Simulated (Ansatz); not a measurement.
# HfS2: energy against strain

HfS2 (1T layered, P-3m1, 21.646 Å³/atom at rest, c along z) under a strain ε along c (axis z), the other axes held. PBE-D3(BJ) in Ansatz, a plane-wave DFT program (PAW, default set), 420 eV, 11×11×6 Γ-centred mesh, Fermi-Dirac smearing 0.05 eV; ions are relaxed within the symmetry of each cell.

Here s stands for strain and y for E less E0.

```
strain (%)  E less E0 (meV/atom)
----------  --------------------
-1.50                       0.72
-1.00                       0.31
-0.50                       0.07
0.00                        0.00
0.50                        0.07
1.00                        0.27
1.50                        0.60
3.00                           ?
```

### Question
Fit y against s with a parabola, and predict the withheld value at s = 3.00.

### Answer
Least squares gives y = -0.003 - 0.0314·s + 0.2943·s². Residuals (row less fit): 0.014, -0.013, -0.016, 0.003, 0.015, 0.010, -0.012; standard error 0.017 (degrees of freedom: 4). Twice the quadratic coefficient over the volume, 2 × 0.2943 meV × 10⁴ × 0.1602 / 21.646 Å³, is the elastic constant C33 = 44 ± 1.1 GPa. At the withheld row, y = -0.003 - 0.0314 × 3.0 + 0.2943 × 3.0² = 2.551 meV/atom. The calculation gives 2.21 meV/atom, 0.341 meV/atom below the prediction (15.4 % of the range of y in the table). The row lies outside the fitted rows, so this is an extrapolation. From the scatter of the fitted rows alone, a prediction at this place has a standard error of 0.063 meV/atom, so the miss is 5.4 times that.

One order more, fitted to all 13 runs of the series, follows each within 0.01, so the miss is the next term of a smooth law. Rows are the converged runs of the series near zero and its far end; series whose fitted rows scatter by over a few per cent of the range, as at a crossing or softening among them, aren't shown in this form. Most that stay on the fit to the last digits aren't either.
